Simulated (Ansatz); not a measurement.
# A computed series for MgS: response to strain

Start from MgS in the rock salt structure (space group Fm-3m, No. 225).

```xyz
2
Lattice="0.0000 2.6015 2.6015 2.6015 0.0000 2.6015 2.6015 2.6015 0.0000" Properties=species:S:1:pos:R:3 pbc="T T T"
Mg     0.0000     0.0000     0.0000
S      2.6015     2.6015     2.6015
```

Cartesian axes are those of the cell as printed.

Strains are applied to the cell and any free atomic positions relax; under biaxial strain the out-of-plane vector relaxes too.

All numbers come from Ansatz (a program for electronic structure), r2SCAN, PAW, cutoff 500 eV, no spin-orbit coupling.

```tsv
biaxial strain, plane normal [001], relaxed out of plane (%)	out-of-plane strain (%)
0	0.00
0.5	-0.29
1	-0.57
1.5	-0.85
2	-1.12
2.5	?
3	-1.65
```

Q: Fit ε⊥ = −νε + γε² (strains in %) to the rows shown and predict the withheld row.

A: Least squares on the printed values gives ν = 0.58 (the biaxial Poisson response) and γ = 0.011 (largest residual 0.00 %); this predicts -1.39 %, and the run gives -1.39 %, in agreement.

No phonon test of stability was made.
